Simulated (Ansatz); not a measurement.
Start from Na in the diamond structure (space group Fd-3m, No. 227; a = 7.5841 Å; a hypothetical phase, not in the database extracts checked).

(Cell as relaxed with PBE.)

Levels (all Ansatz, a first-principles code, PAW): PBE (420 eV, spin-orbit coupling left out); PBEsol (420 eV, no spin-orbit coupling).

Each level relaxes its own structure.

```json
[
 {"base": "volume per atom", "PBE": "54.53 Å³", "PBEsol": "52.51 Å³"},
 {"base": "lattice parameter a", "PBE": "7.584 Å", "PBEsol": "7.489 Å"},
 {"base": "band gap", "PBE": "zero", "PBEsol": "zero"}
]
```

Perturbation: a hydrostatic pressure of 0.3 GPa.

```csv
quantity,PBE,PBEsol
shortest interatomic distance,3.187 Å,3.153 Å
band gap,zero,zero
```

PBE's shortest interatomic distance lies 0.034 Å above PBEsol's (1.1 %); the two agree on the band gap. Neither level is exact; PBEsol is the comparison here, not a measurement.

Load acts through the strain it causes; cell and atoms are relaxed under it. Whether these cells are dynamically stable was not tested.
